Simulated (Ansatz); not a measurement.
## WRe (model structure, started from the CsCl type, Pm-3m, No. 221, 2 atoms in the cell)

Method: r²SCAN (Ansatz, a program for electronic structure, plane waves, PAW).

Run with plane-wave cutoff 560 eV, 18×18×18 k mesh, Fermi–Dirac smearing 0.05 eV, no spin polarisation, scalar-relativistic PAW data made under PBE.

Cell (relaxed at this level):

```cif
data_ReW
_chemical_formula_sum 'W1 Re1'
_space_group_name_H-M_alt 'Pm-3m'
_space_group_IT_number 221
_space_group_name_Hall '-P 4 2 3'
_cell_length_a 3.13067
_cell_length_b 3.13067
_cell_length_c 3.13067
_cell_angle_alpha 90.000
_cell_angle_beta 90.000
_cell_angle_gamma 90.000
loop_
_atom_site_label
_atom_site_type_symbol
_atom_site_symmetry_multiplicity
_atom_site_Wyckoff_symbol
_atom_site_fract_x
_atom_site_fract_y
_atom_site_fract_z
_atom_site_occupancy
W1 W 1 a 0.00000 0.00000 0.00000 1
Re1 Re 1 b 0.50000 0.50000 0.50000 1
```

* **bulk modulus B0**: 352 GPa

Note: the run has no spin polarisation, so it can have missed a magnetic state; the bulk modulus is −V dP/dV from two relaxed cells at ±2 % in volume; the relaxation could raise the start's symmetry but not lower it, so the cell can be a saddle point.

Spin–orbit coupling is not included.

The computed numbers hold no vibrational or temperature effects.

Cost on a shared machine: very roughly 2.5 core-minutes.

A model structure was made by putting elements into a prototype or built by hand; it is no filed structure, need not be a known phase, and can be a saddle point held by its symmetry.
